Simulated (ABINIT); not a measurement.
# A self-consistent single point of a sheet of PtS2 (3 atoms in the cell) with ABINIT

Computed with PBE, PAW (JTH v2.0 PBE PAW) (plane waves; ABINIT).

Input:

```
# PtS2, JTH v2.0 PBE PAW
pp_dirpath "./"
pseudos "Pt.GGA_PBE-JTH.xml, S.GGA_PBE-JTH.xml"
acell 6.3381888234 6.3381888234 31.7334602738
rprim
         1.0000000000    0.0000000687    0.0000000000
        -0.5000000595    0.8660253694    0.0000000000
         0.0000000000    0.0000000000    1.0000000000
natom 3
ntypat 2
znucl 78 16
typat 1 2 2
xcart
         0.0000000000    0.0000000000    8.3963120000
        -0.0000001331    1.9364472850    9.7926186856
         1.6770124753    0.9682237578    7.0000053144
      Angstrom
ecut 21
pawecutdg 42
pawxcdev 0
ixc 11
occopt 3
tsmear 0.00367493
nband 16
kptopt 1
ngkpt 11 11 1
nshiftk 1
shiftk 0 0 0
nstep 60
toldfe 1.0e-09
diemac 10
prtwf 0
prtden 0
```

The program printed (abridged):

```
 Symmetries : space group P-3 m 1 (#164); Bravais hP (primitive hexag.)

 -outvars: echo values of preprocessed input variables --------
            acell      6.3381888234E+00  6.3381888234E+00  3.1733460274E+01 Bohr
           diemac      1.00000000E+01
             ecut      2.10000000E+01 Hartree
              ixc          11
         kptrlatt       11    0    0      0   11    0      0    0    1
          kptrlen      6.97200771E+01
            natom           3
            nband          16
            ngfft          30      30     135
          ngfftdg          40      40     192
             nkpt          16
            nstep          60
             nsym          12
           ntypat           2
           occopt           3
        pawecutdg      4.20000000E+01 Hartree
         pawxcdev           0
            rprim      1.0000000000E+00  6.8700000000E-08  0.0000000000E+00
                      -5.0000005950E-01  8.6602536940E-01  0.0000000000E+00
                       0.0000000000E+00  0.0000000000E+00  1.0000000000E+00
          spgroup         164
           toldfe      1.00000000E-09 Hartree
           tsmear      3.67493000E-03 Hartree
            typat      1  2  2
           useylm           1
             xred      0.0000000000E+00  0.0000000000E+00  5.0000000219E-01
                       3.3333333333E-01  6.6666666667E-01  5.8315000255E-01
                       6.6666666667E-01  3.3333333333E-01  4.1685000182E-01
            znucl       78.00000   16.00000

== DATASET  1 ==================================================================

 Exchange-correlation functional for the present dataset will be:
  GGA: Perdew-Burke-Ernzerhof functional - ixc=11
 Citation for XC functional:
  J.P.Perdew, K.Burke, M.Ernzerhof, PRL 77, 3865 (1996)

 Real(R)+Recip(G) space primitive vectors, cartesian coordinates (Bohr,Bohr^-1):
 R(1)=  6.3381888  0.0000004  0.0000000  G(1)=  0.1577738  0.0910907  0.0000000
 R(2)= -3.1690948  5.4890323  0.0000000  G(2)= -0.0000000  0.1821815  0.0000000
 R(3)=  0.0000000  0.0000000 31.7334603  G(3)=  0.0000000  0.0000000  0.0315125
 Unit cell volume ucvol=  1.1040237E+03 bohr^3
 Angles (23,13,12)=  9.00000000E+01  9.00000000E+01  1.20000000E+02 degrees

 Coarse grid specifications (used for wave-functions):

 getcut: wavevector=  0.0000  0.0000  0.0000  ngfft=  30  30 135
         ecut(hartree)=     21.000   => boxcut(ratio)=   2.04698

 Fine grid specifications (used for densities):

 getcut: wavevector=  0.0000  0.0000  0.0000  ngfft=  40  40 192
         ecut(hartree)=     42.000   => boxcut(ratio)=   2.07393

   8.43971520E+02                                ecore*ucvol(ha*bohr**3)

_setup2: Arith. and geom. avg. npw (full set) are    5074.603    5074.558

--- !BeginCycle
solver: {iscf: 17, nstep: 60, nline: 4, wfoptalg: 10, }
tolerances: {toldfe: 1.00E-09, }
...

     iter   Etot(hartree)      deltaE(h)  residm     nres2
 ETOT  1  -47.653638127766    -4.765E+01 5.704E-02 2.481E+01
 ETOT  2  -47.832684014659    -1.790E-01 4.656E-03 2.902E+01
 ETOT  3  -47.674321508525     1.584E-01 7.365E-03 2.999E+00
 ETOT  4  -47.696044364777    -2.172E-02 5.299E-04 7.386E-01
 ETOT  5  -47.696364452091    -3.201E-04 5.487E-04 3.668E-01
 ETOT  6  -47.696244903219     1.195E-04 1.927E-04 3.608E-01
   [... 24 lines left out ...]
 ETOT 31  -47.696130650128    -1.259E-08 2.190E-06 7.702E-09
 ETOT 32  -47.696130653458    -3.330E-09 2.882E-06 8.992E-10
 ETOT 33  -47.696130654684    -1.225E-09 8.335E-07 5.081E-10
 ETOT 34  -47.696130654650     3.378E-11 9.327E-07 3.646E-10
 ETOT 35  -47.696130654666    -1.606E-11 2.816E-07 6.325E-11

 At SCF step   35, etot is converged :
  for the second time, diff in etot=  1.606E-11 < toldfe=  1.000E-09

 Cartesian components of stress tensor (hartree/bohr^3)
  sigma(1 1)= -1.32660458E-04  sigma(3 2)=  0.00000000E+00
  sigma(2 2)= -1.32660458E-04  sigma(3 1)=  0.00000000E+00
  sigma(3 3)=  3.74112973E-05  sigma(2 1)=  2.62083023E-15

 ----iterations are completed or convergence reached----

 reduced coordinates (array xred) for    3 atoms
       0.000000000000      0.000000000000      0.500000002186
       0.333333333333      0.666666666667      0.583150002549
       0.666666666667      0.333333333333      0.416850001822
 cartesian forces (eV/Angstrom) at end:
    1     -0.00000000000000     0.00000000000000     0.00000000000000
    2     -0.00000000000000     0.00000000000000    -0.38974614956403
    3      0.00000000000000    -0.00000000000000     0.38974614956403
 frms,max,avg= 1.8372810E-01 3.8974615E-01   0.000E+00  0.000E+00  0.000E+00 e/A
 length scales=  6.338188823400  6.338188823400 31.733460273800 bohr
              =  3.354025069083  3.354025069083 16.792623926591 angstroms
 Fermi (or HOMO) energy (hartree) =  -0.04425   Average Vxc (hartree)=  -0.15503
 Eigenvalues (hartree) for nkpt=  16  k points:
 kpt#   1, nband= 16, wtk=  0.00826, kpt=  0.0000  0.0000  0.0000 (reduced coord)
  -0.60167   -0.53522   -0.29457   -0.26937   -0.26937   -0.18610   -0.18610   -0.13135
  -0.12594   -0.07197   -0.07197    0.03682    0.03682    0.11584    0.13614    0.15791
      occupation numbers for kpt#   1
   2.00000    2.00000    2.00000    2.00000    2.00000    2.00000    2.00000    2.00000
   2.00000    1.99894    1.99894    0.00000    0.00000    0.00000    0.00000    0.00000
 prteigrs : prtvol=0 or 1, do not print more k-points.

--- !EnergyTerms
comment             : Components of total free energy in Hartree
kinetic             :  1.70166392754164E+01
hartree             :  1.35047041651906E+02
xc                  : -1.03177698468141E+01
Ewald energy        :  9.04111105838921E+01
psp_core            :  7.64450523020113E-01
local_psp           : -2.87304295377840E+02
spherical_terms     :  6.68672185803316E+00
internal            : -4.76961013323863E+01
'-kT*entropy'       : -2.16362828265893E-05
total_energy        : -4.76961229686691E+01
total_energy_eV     : -1.29787751073422E+03
...

-Cartesian components of stress tensor (GPa)         [Pressure=  2.2351E+00 GPa]
- sigma(1 1)= -3.90300477E+00  sigma(3 2)=  0.00000000E+00
- sigma(2 2)= -3.90300477E+00  sigma(3 1)=  0.00000000E+00
- sigma(3 3)=  1.10067818E+00  sigma(2 1)=  7.71074745E-11

 Calculation completed.
```

The run converged in 35 iterations.

The starting cell was generated: these elements placed on a structure prototype, without a prior relaxation; it need not be a known phase or ordering of this composition. Its lattice was rescaled in the plane by a random factor within 2.5 % of one.

Cost on one core of a shared machine: roughly 4 min.
